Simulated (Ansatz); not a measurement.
# Pressure series in InP

Consider InP in the zinc blende structure (space group F-43m, No. 216; a = 5.960 Å).

Cell and atoms are relaxed at each pressure.

Level of theory: PBE, PAW, 420 eV (Ansatz, a quantum-chemistry and plane-wave program; scalar-relativistic without spin-orbit coupling), earlier PAW set.

Notes on the quantities. hole mass: degenerate bands, along [100].

```json
[
 {"change": "base", "electron mass": "0.037 mₑ (at Γ)", "width of the top valence band": "2.69 eV", "hole mass": "0.037, 0.46, 0.46 mₑ (at Γ)", "lattice parameter a": "596.0 pm"},
 {"change": "pressure −2 GPa", "electron mass": "–", "width of the top valence band": "2.54 eV", "hole mass": "–", "lattice parameter a": "603.3 pm"},
 {"change": "pressure −1 GPa", "electron mass": "0.029 mₑ (at Γ)", "width of the top valence band": "2.62 eV", "hole mass": "0.029, 0.47, 0.47 mₑ (at Γ)", "lattice parameter a": "599.5 pm"},
 {"change": "pressure 0.3 GPa", "electron mass": "0.039 mₑ (at Γ)", "width of the top valence band": "2.71 eV", "hole mass": "0.039, 0.46, 0.46 mₑ (at Γ)", "lattice parameter a": "595.0 pm"},
 {"change": "pressure 0.7 GPa", "electron mass": "0.041 mₑ (at Γ)", "width of the top valence band": "2.74 eV", "hole mass": "0.041, 0.46, 0.46 mₑ (at Γ)", "lattice parameter a": "593.7 pm"},
 {"change": "pressure 1.5 GPa", "electron mass": "0.046 mₑ (at Γ)", "width of the top valence band": "2.79 eV", "hole mass": "0.046, 0.45, 0.45 mₑ (at Γ)", "lattice parameter a": "591.3 pm"},
 {"change": "pressure 3 GPa", "electron mass": "0.054 mₑ (at Γ)", "width of the top valence band": "2.89 eV", "hole mass": "0.054, 0.44, 0.44 mₑ (at Γ)", "lattice parameter a": "587.1 pm"},
 {"change": "pressure 5 GPa", "electron mass": "0.064 mₑ (at Γ)", "width of the top valence band": "3.01 eV", "hole mass": "0.064, 0.42, 0.42 mₑ (at Γ)", "lattice parameter a": "582.0 pm"},
 {"change": "pressure 7.5 GPa", "electron mass": "0.075 mₑ (at Γ)", "width of the top valence band": "3.14 eV", "hole mass": "0.074, 0.41, 0.41 mₑ (at Γ)", "lattice parameter a": "576.5 pm"},
 {"change": "pressure 10 GPa", "electron mass": "?", "width of the top valence band": "?", "hole mass": "?", "lattice parameter a": "?"}
]
```

Task: Some entries are withheld; estimate them.

Result: 
- pressure 10 GPa, electron mass: 0.084 mₑ (at Γ)
- pressure 10 GPa, width of the top valence band: 3.27 eV
- pressure 10 GPa, hole mass: 0.083, 0.40, 0.40 mₑ (at Γ)
- pressure 10 GPa, lattice parameter a: 571.6 pm

The levels and masses belong to the bands next to the band gap. Load acts through the strain it causes; cell and atoms are relaxed under it. Effective masses come from finite differences of ±0.01 Å⁻¹. Whether these cells are dynamically stable was not tested. Measured, InP leaves this structure (for rock salt) near 9.8 GPa (temperature not stated; as listed in Datta, Sujoy, Jana, Debnarayan, arXiv (2020)).
